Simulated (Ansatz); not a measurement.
Cell and atoms of amorphous Si24O50Ge:

```xyz
75
Lattice="10.0320 -0.1526 0.2442 -0.1526 10.3951 -0.0927 0.2442 -0.0927 10.8534" Properties=species:S:1:pos:R:3 pbc="T T T"
Si     3.2725     3.5049     3.8125
Si     5.4444     1.7944     4.7739
Si     7.5822     5.0164     8.1960
Si     5.9002     6.6381     9.9851
Si     3.8309    10.2538     6.3480
Si     4.8745     6.1655     4.2155
Si     8.0960     3.0811     6.0087
Si     6.5948    10.1167     7.5229
Si     2.6154     3.8054     9.5547
Si     4.4310     7.8601     1.6746
Si     6.3034     0.1046     1.6871
Si     1.6302     9.4195     1.7783
Si     3.3682     2.6269     6.6381
Si     7.9534     1.1084     3.0945
Si     9.9417     4.9354    10.2990
Si     3.2542     6.7504     8.9601
Si     8.9970     0.3907     5.7443
Si     7.4930     0.9863    10.1439
Si     8.1871     8.5832     9.4372
Si     7.8664     5.9239     5.3682
Si     0.8668     7.9738    10.1733
Si     1.9621     2.1821     1.2759
Si     8.9843     2.8224     1.0214
Si     2.7399     7.3481     6.0866
O      0.8606     9.1218     3.1948
O      0.5725     9.0939     0.5731
O      2.5981     3.3102     5.3239
O      2.2445     3.1331     2.5908
O      2.8844     8.9575     6.1922
O      4.9987     9.8789     7.4302
O      8.6208     4.4485     5.2512
O      9.7587     8.1797     9.2961
O      6.2664     0.8791     3.2117
O      9.2499     1.9238     6.3142
O      7.3962     8.7969     8.0365
O      4.7853     0.2914     5.0833
O      6.0188     1.0643     0.3942
O      2.5617     6.5596     7.4988
O      2.8750     8.3441     1.6724
O      4.8082     7.2671     8.9309
O      8.9570     5.1951     9.0424
O      6.3653     5.2185     9.2878
O      3.2360     5.3161     9.7670
O      0.9998     4.0047     9.5082
O      4.1345     6.7432     5.5314
O      2.3000     0.5959     1.6608
O      6.4200     5.7864     4.5902
O      7.4666    -0.0060     6.1804
O      4.9429     2.6080     6.1978
O      3.1188     3.3373     8.0765
O      0.3784     2.2218     0.9251
O      4.8687     6.7192     0.5789
O      4.5456     2.5261     3.6215
O      8.4621     2.2188    10.5206
O      9.8758     9.5496     5.9752
O      7.5853     6.1353     6.9836
O      2.9467     1.0521     6.8675
O      6.9389     1.0102     8.6197
O      0.5657     6.4481    10.6275
O      9.0270     4.4259     0.8064
O      8.7454     7.1625     4.7208
O      2.9672     2.7492    10.7918
O      1.3765     7.1352     5.1981
O      8.2067    10.0132    10.1783
O      8.2124     2.5677     2.4349
O      9.0385     0.5546     4.1272
O      5.2827     9.2027     1.3817
O      7.4895     3.5587     7.4558
O      7.0469     2.3385     4.9427
O      7.9332    -0.0489     1.8968
O      7.2804     7.4866    10.2407
O      4.9083     7.3518     3.1208
O      2.3970     7.9766     9.6208
O      3.8944     5.0040     3.6220
Ge     0.1923     8.3219     4.6288
```

The numbers are results of PBE, scalar-relativistic without spin-orbit coupling (plane waves to 420 eV, PAW; Ansatz, a quantum-chemistry and plane-wave program), not measurements.

It comes from a melt-quench run on a machine-learned potential (CHGNet), relaxed afterwards by DFT. O atoms were pushed apart under 1.9 Å during the dynamics, to hinder bonds among them. The hot cell started wider than the set density and was brought back towards it in steps. It is the lowest in DFT energy of 2 quenches. It is a model cell: composition and starting density were chosen by hand, and all elements were melted together. No dispersion term was used. Its density started from a set value of 2.27 and ended at 2.27 g/cm³. The simulated quench (nominally 400 K/ps over its main leg) is rapid and tends to freeze in more defects than a deposited or slowly cooled glass has. One small periodic cell is one sample of the glass; other quenches scatter about these values. The volume was held where the preparation left it and the shape relaxed, at a PBE pressure of 0.6 GPa. Stress components on the final sampling reach 0.6 GPa.

Neighbours within Si-Si 2.60 Å, Si-O 2.10 Å, Si-Ge 2.70 Å, O-O 1.58 Å, O-Ge 2.23 Å, Ge-Ge 2.81 Å count as bonded. Two cations that share two anions don't count as bonded, nor two that share one unless they lie closer than Si-Si 2.38 Å, Si-Ge 2.47 Å, Ge-Ge 2.57 Å.

Q: Give the coordination numbers, mean bond lengths and angles.

A: 
```yaml
Mean coordination of Si by anions: 4.04 (23 with 4, 1 with 5)
Mean coordination of O: 2.02 (49 with 2, 1 with 3)
Mean coordination of Ge by anions: 4.00 (1 with 4)
Mean Si-O bond: 1.642 Å (spread 0.042 Å, 97 counted)
Mean O-Ge bond: 1.785 Å (spread 0.013 Å, 4 counted)
Bond angle at Si: mean 109.2°, spread 8.8°
Bond angle at O: mean 134.5°, spread 15.7°
Bond angle at Ge: mean 109.6°, spread 6.6°
```

Q: Which atoms depart from the most common coordination of their element?

A: Si2 has 5 (O53 1.63 Å, O36 1.67 Å, O69 1.70 Å, O49 1.71 Å, O33 1.99 Å); O33 has 3 (Si14 1.71 Å, Si11 1.71 Å, Si2 1.99 Å).

Q: List the pairs of like atoms that count as bonded by the rules above.

A: There are none by these rules.
